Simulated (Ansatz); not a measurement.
We consider Si (C2/m, No. 12, 8 atoms in the cell; start mp-1079297; another form than the element's usual one), described by PBEsol in Ansatz (PAW).

The input as run:

Ansatz 0.2 input:
```yaml
crystal:
  lattice:
    - [6.9473985975, -1.9324689182, 0.0001682827]
    - [6.9473985975, 1.9324689182, 0.0001682827]
    - [-0.7502939788, 0.0, 6.324180622]
  atoms:
    - { symbol: Si, position: [0.05532277, 0.05532277, 0.8733724031] }
    - { symbol: Si, position: [0.94467723, 0.94467723, 0.1266275969] }
    - { symbol: Si, position: [0.5590824179, 0.5590824179, 0.6533007135] }
    - { symbol: Si, position: [0.4409175821, 0.4409175821, 0.3466992865] }
    - { symbol: Si, position: [0.2125498774, 0.2125498774, 0.0570352994] }
    - { symbol: Si, position: [0.7874501226, 0.7874501226, 0.9429647006] }
    - { symbol: Si, position: [0.7270318233, 0.7270318233, 0.5857144752] }
    - { symbol: Si, position: [0.2729681767, 0.2729681767, 0.4142855248] }
basis:
  ecutwfc: 520
  ecutrho_ratio: 4
  xc_grid: 2
kpoints:
  mp_grid: { grid: [10, 10, 6] }
hamiltonian:
  xc: pbesol
  dispersion: none
  pseudopotentials: { kind: paw }
scf:
  occupations: { method: fermi_dirac, width: 0.01 }
output:
  forces: true
  stress: true
  eigenvalues: true
relax:
  f_tol: 0.004
  escape_saddle: false
  max_steps: 80
  cell: { stress_tol: 0.02, fix: [volume] }
```

Output (set-up and result lines):

```
Relaxation: its limit of steps is 80 (relax.max_steps)
Crystal: 8 atoms, lattice volume = 169.813 Å³
Basis set: ecut = 520 eV, 4577 PW (Γ), exchange–correlation on 108×108×96 points (8 copies of the dense FFT grid, shifted against one another)
Bands: 24, of which v1, the nominal top of the filled ones, is band 16 counted from 1 (15 counted from 0)
Symmetry: 4 space group operations
Space group: C2/m (ITA 12), of the structure as read, at distance tolerance 5.5e-5 Å
k-points: 172 of 600
Functional: x = pbesol(κ = 0.804, μ = 0.12345679012345678), c = pbesol(β = 0.046)
SCF iter   1: F=—  HF=-4971.362519 eV  |F-HF|=—  |Δ(HF+E_count)|=         —  Δρ=2.86e-3  dr2=2.09e-2
SCF iter   2: F=—  HF=-4971.359719 eV  |F-HF|=—  |Δ(HF+E_count)|=   2.80e-3  Δρ=1.53e-3  dr2=6.27e-3
  ...
SCF 1 converged in 6 iterations: F = -4971.358240 eV  dr2 = 2.83e-8
Crystal: 8 atoms, lattice volume = 169.813 Å³
Initial density: handed on by an earlier stage of this run
SCF 2 converged in 4 iterations: F = -4971.359069 eV  dr2 = 5.08e-8
Crystal: 8 atoms, lattice volume = 169.813 Å³
SCF 3 converged in 4 iterations: F = -4971.359107 eV  dr2 = 3.77e-9
Crystal: 8 atoms, lattice volume = 169.813 Å³
SCF iter   4: F=—  HF=-4971.359106 eV  |F-HF|=—  |Δ(HF+E_count)|=  1.46e-10  Δρ=1.92e-7  dr2=3.59e-11
SCF iter   5: F=-4971.359106 eV  HF=-4971.359106 eV  |F-HF|=9.09e-13  |Δ(HF+E_count)|=  2.64e-11  Δρ=7.32e-8  dr2=5.29e-12
SCF 4 converged in 5 iterations: F = -4971.359106 eV  dr2 = 5.29e-12
SCF converged after 5 iterations
Free energy (F): -4971.359106 eV
Internal energy: -4971.359106 eV  (E = F + TS)
E sigma→0 (E₀):  -4971.359106 eV
Fermi energy:    5.868906 eV
--- Forces (eV/Å), atoms counted from 1 ---
  atom   1  Si     0.00017192     0.00000000    -0.00203122
  atom   2  Si    -0.00017192    -0.00000000     0.00203122
  atom   3  Si     0.00013432     0.00000000     0.00186710
  atom   4  Si    -0.00013432    -0.00000000    -0.00186710
  atom   5  Si    -0.00113295     0.00000000     0.00318438
  atom   6  Si     0.00113295    -0.00000000    -0.00318438
  atom   7  Si    -0.00155849     0.00000000    -0.00201671
  atom   8  Si     0.00155849    -0.00000000     0.00201671
--- Stress (GPa, compression-positive) ---
       -1.604125       0.000000       0.000307
        0.000000      -1.594846       0.000000
        0.000307       0.000000      -1.620265
  P = ⅓ Tr σ = -1.6064 GPa (-16.064 kbar)
```

The cell is one volume of an energy–volume scan, off the minimum.

The PAW data were made under PBE.

Note: the relaxation could not lower the start's symmetry, so the cell can be a saddle point above a distorted one.

A start named mp-… is a Materials Project structure, which need not be a measured phase.

Ansatz is a quantum-chemistry and plane-wave program.
